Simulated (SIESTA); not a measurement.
Band structure of TiO (P-6m2, 2 atoms in the cell).

```
CELL_PARAMETERS angstrom
      2.82253     0.00000     0.00000
     -1.41126     2.44438     0.00000
      0.00000     0.00000     2.83628
ATOMIC_POSITIONS crystal
  Ti 0.66667 0.33333 0.00000
  O  0.00000 0.00000 0.50000
```

Computed with GGA PBEsol, numerical atomic orbitals TZP, PseudoDojo PBEsol standard norm-conserving potentials (rewritten from UPF to PSML) in SIESTA.

Settings: XC.functional = GGA; XC.authors = PBEsol; potentials = PseudoDojo PBEsol standard; PAO.BasisSize = TZP; PAO.EnergyShift = 0.005 Ry; MeshCutoff = 400 Ry; kgrid.MonkhorstPack = 13 13 12; OccupationFunction = FD; ElectronicTemperature = 0.1 eV; MaxSCFIterations = 150; SCF.Mixer.Method = Pulay; SCF.Mixer.Weight = 0.2; SCF.Mixer.History = 8; SCF.DM.Tolerance = 1.0E-05.

The starting cell comes from a database of computed structures (which also holds hypothetical and non-ambient phases and stackings), without a prior relaxation at this level. Its lattice was rescaled by a random factor within 2.5 % of one. Spin polarisation is off, so a magnetic state, if there is one, cannot be reached. Values carry the incompleteness of an atom-centred basis.

Levels in eV from the Fermi level, bands 6 to 11:
```csv
point,6,7,8,9,10,11
Γ,-5.54,-5.54,-5.37,-2.93,1.64,1.67
M,-8.89,-6.42,-5.28,-2.43,1.59,1.98
K,-7.88,-7.28,-6.44,-0.17,0.52,0.87
A,-9.26,-5.17,-5.17,0.04,0.04,0.80
L,-7.95,-7.79,-6.50,-0.74,1.74,2.93
H,-8.58,-7.74,-6.20,-0.27,1.85,2.71
```

Bands cross the Fermi level along this path, so the cell is metallic at this level.

Higher empty bands are left out: an atom-centred basis made for the valence describes them poorly.
